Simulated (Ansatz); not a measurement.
A computed series for CrI3: pressure series

Take CrI₃ in the BiI3 type structure (space group R-3, No. 148; a = 6.818 Å, c = 19.478 Å (hexagonal axes); ferromagnetic; layered, stacked along the Cartesian z axis) as the base.

Cell and atoms are relaxed at each pressure.

Level of theory: Ansatz (a first-principles code), PBE-D3(BJ), PAW, cutoff 420 eV, no spin-orbit coupling.

Candidates:
(a) pressure 5 GPa
(b) pressure 0.7 GPa
(c) pressure 3 GPa
(d) pressure 1.5 GPa
(e) pressure 0.3 GPa

Before the change:

* **Band gap**: 1.08 eV

Question: Order them by band gap, highest first.

Answer: (e) pressure 0.3 GPa (1.07 eV), (b) pressure 0.7 GPa (1.04 eV), (d) pressure 1.5 GPa (1.00 eV), (c) pressure 3 GPa (0.87 eV), (a) pressure 5 GPa (0.75 eV)

Other magnetic orders, which the real material may have, were not ruled out. Spin-orbit coupling, missing from the scalar runs, can matter with I. Load acts through the strain it causes; cell and atoms are relaxed under it. Stability against distortions was not tested. No other phases were tried under pressure.
